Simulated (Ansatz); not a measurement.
The starting structures come from a database of crystals and need not be the phases stable at ambient conditions.

Given:

```yaml
crystal:
  lattice:
    - [5.87722, 0.00000, 0.00000]
    - [0.00000, 5.87722, 0.00000]
    - [2.93861, -2.93861, 4.15583]
  atoms:
    - { symbol: Ge, position: [0.37500, 0.87500, 0.25000] }
    - { symbol: Ge, position: [0.87500, 0.37500, 0.75000] }
    - { symbol: Ge, position: [0.37500, 0.37500, 0.25000] }
    - { symbol: Ge, position: [0.37500, 0.37500, 0.75000] }
    - { symbol: Ge, position: [0.00000, 0.00000, 0.00000] }
    - { symbol: Ge, position: [0.75000, 0.75000, 0.50000] }
    - { symbol: N, position: [0.61684, 0.61684, 0.23368] }
    - { symbol: N, position: [0.13316, 0.60052, 0.73368] }
    - { symbol: N, position: [0.14948, 0.61684, 0.23368] }
    - { symbol: N, position: [0.13316, 0.13316, 0.73368] }
    - { symbol: N, position: [0.61684, 0.61684, 0.76632] }
    - { symbol: N, position: [0.60052, 0.13316, 0.26632] }
    - { symbol: N, position: [0.61684, 0.14948, 0.76632] }
    - { symbol: N, position: [0.13316, 0.13316, 0.26632] }
```

Space group of this cell: Fd-3m. The cell is taken as given; by PBEsol its mean pressure is -6.4 GPa.

Method: PBEsol (plane waves, PAW; Ansatz, a first-principles code).

The current runs along the normal of the first two printed vectors; no spin-orbit coupling. Scaled by the factor s: both lengths across the current (ions clamped). Meshes 8×8×8 and 6×6 across the current in all rows.

```tsv
s	mean pressure (GPa)	slowest mid-gap decay constant κ (1/Å)
0.98	2.9	?
1.00	-6.4	0.165
1.02	-13.8	0.134
```

### Question
Take the slope of the slowest mid-gap decay constant κ against ln s from the two given rows, extrapolate to s = 0.98, and say what the run there gives.

### Answer
Slope = (0.134 − 0.165) / ln 1.02 = -1.57 1/Å. The line gives 0.165 + (-1.57) × ln 0.98 = 0.197 1/Å. The run gives 0.198 1/Å, 0.001 1/Å over the line, 4 % of the predicted step.
